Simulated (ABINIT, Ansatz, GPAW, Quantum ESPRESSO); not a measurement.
**HfGeS (P4/nmm, 6 atoms in the cell) computed with different codes at matched settings**

Self-consistent single point.

```
HfGeS
1.0
    3.59489     0.00000     0.00000
    0.00000     3.59489     0.00000
    0.00000     0.00000     7.89409
Hf Ge S
2 2 2
Direct
  0.00000   0.50000   0.72619
  0.50000   0.00000   0.27381
  0.50000   0.50000   0.00000
  0.00000   0.00000   0.00000
  0.00000   0.50000   0.37986
  0.50000   0.00000   0.62014
```

All programs got the same cell, k-point mesh and kind of occupations (in Ansatz's words: kpoints.mp_grid.grid = 7 7 4; scf.occupations.method = fermi_dirac; scf.occupations.width = 0.05 eV); potentials, basis and cutoffs are each program's usual ones.

```
code                                                                                        model  pressure (GPa)  largest force (eV/Å)  cutoff
----------------  -------------------------------------------------------------------------------  --------------  --------------------  ------
Ansatz                                                        LDA (PW92), PAW files made with PBE           -3.96                 0.170  420 eV
GPAW                                LDA (Perdew-Wang 92), GPAW PAW datasets LDA (gpaw-data 1.0.1)           -3.72                 0.203  550 eV
Quantum ESPRESSO           LDA (PW92), PseudoDojo standard norm-conserving (LDA) pseudopotentials           -4.91                 0.132   80 Ry
ABINIT            LDA (PW92), norm-conserving pseudopotentials (PseudoDojo nc-sr-04 LDA standard)           -4.92                 0.132   39 Ha
```

Size of the force on each atom (eV/Å): Sizes of forces hide their directions.

```tsv
code	Hf1	Hf2	Ge3	Ge4	S5	S6
Ansatz	0.170	0.170	0.000	0.000	0.106	0.106
GPAW	0.203	0.203	0.000	0.000	0.094	0.094
Quantum ESPRESSO	0.132	0.132	0.000	0.000	0.092	0.092
ABINIT	0.132	0.132	0.000	0.000	0.092	0.092
```

The spread over the programs that give each value: pressure within 1.20 GPa; largest force within 0.071 eV/Å.

The starting cell comes from a database of computed structures (which also holds hypothetical and non-ambient phases and stackings), without a prior relaxation at this level. Its lattice was rescaled by a random factor within 2.5 % of one. On Ansatz's run: Spin-orbit coupling is off. In the base run, with a pressure of about -4 GPa the cell is away from its equilibrium volume at this level.

### Question
Why do the programs differ, and what cannot be compared?

### Answer
Differences of this kind can come from the potentials, where these differ, and from what each basis and cutoff leave unconverged. The valence holds different numbers of electrons (Ansatz (an electronic-structure program) 92, GPAW 44, Quantum ESPRESSO 64, ABINIT 64). The zero of total energies and Fermi levels follows the potentials and each program's conventions, so they are not compared here. Ansatz's pressure is given at a fixed set of plane waves, as the other plane-wave codes print theirs; with its correction for the finite basis it is -3.91 GPa.

Keys are those of Ansatz 0.2.
